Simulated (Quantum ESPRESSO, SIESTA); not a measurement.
Pressure against volume in diamond-structure Sn (space group 227) (SIESTA, LDA)

```xyz
2
Lattice="0.0000 3.1183 3.1183 3.1183 0.0000 3.1183 3.1183 3.1183 0.0000" Properties=species:S:1:pos:R:3 pbc="T T T"
Sn     3.1183     3.1183     3.1183
Sn     4.6775     4.6775     4.6775
```

Level of theory: LDA PW92, numerical atomic orbitals TZP, PseudoDojo LDA standard norm-conserving potentials (rewritten from UPF to PSML) (SIESTA). Settings: XC.functional = LDA; XC.authors = PW92; potentials = PseudoDojo LDA standard; PAO.BasisSize = TZP; PAO.EnergyShift = 0.005 Ry; MeshCutoff = 520 Ry; kgrid.MonkhorstPack = 9 9 9; OccupationFunction = FD; ElectronicTemperature = 10 meV; MaxSCFIterations = 150; SCF.Mixer.Method = Broyden; SCF.Mixer.Weight = 0.25; SCF.Mixer.History = 6; SCF.DM.Tolerance = 1.0E-04. The cell above is the first row's. The rows scale it uniformly. In all rows fractional positions and the k mesh are held.

| V (Å^3/atom) | P (GPa) |
|---|---|
| 30.322 | 6.95 |
| 30.981 | 5.44 |
| 31.640 | 4.07 |
| 32.300 | 2.83 |
| 32.959 | 1.68 |
| 33.618 | 0.64 |
| 34.277 | -0.27 |
| 34.936 | -1.05 |
| 35.595 | ? |

Fit P of the 8 rows that show it with a cubic. With u = V - 32.6, the rows have u = -2.2780, -1.6190, -0.9600, -0.3000, 0.3590, 1.0180, 1.6770, 2.3360. Least squares gives P = 2.281 - 1.7414·u + 0.13401·u² + 0.00001·u³. Residuals (row less fit): 0.007, -0.012, -0.006, 0.015, 0.007, -0.007, -0.008, 0.006; standard error 0.012 (degrees of freedom: 4). The fitted pressure is zero at V0 = 34.08, where dP/dV = -1.345, so B0 = -V0·dP/dV = 45.8 GPa.

Problem. Predict the withheld P at V = 35.595 from the fit, and compare with the calculation.

Solution. u = 2.9950, so P = 2.281 - 1.7414 × 2.9950 + 0.13401 × 2.9950² + 0.00001 × 2.9950³ = -1.732 GPa. The calculation gives -1.77 GPa, 0.038 GPa below the prediction (0.4 % of the range of P in the table). The row lies outside the fitted rows, so this is an extrapolation. From the scatter of the fitted rows alone, a prediction at this place has a standard error of 0.033 GPa, so the miss is 1.2 times that.

Carrying the step between the two nearest rows on in a straight line would have given -1.83, off by 0.06; series whose last step already gives the withheld value aren't shown. The scan was laid around a cell of about the measured size, scaled by a guess for this functional. This is grey tin, the low-temperature phase. The runs keep the symmetry of the cell, so they don't test it for distortions. A plane-wave scan with the same functional (Quantum ESPRESSO, GBRV) gives V0 = 33.86 Å^3/atom and B0 = 44.1 GPa; a Birch-Murnaghan fit to all rows here lies 0.7 % from it in V0 and 4 % in B0; the two differ in basis, and may differ in potentials and mesh. Values carry the incompleteness of an atom-centred basis. Cutoffs and mesh are single choices, not tested for convergence of this quantity. Series with a scatter that would blur these digits, or in which a gap closes, are not shown.
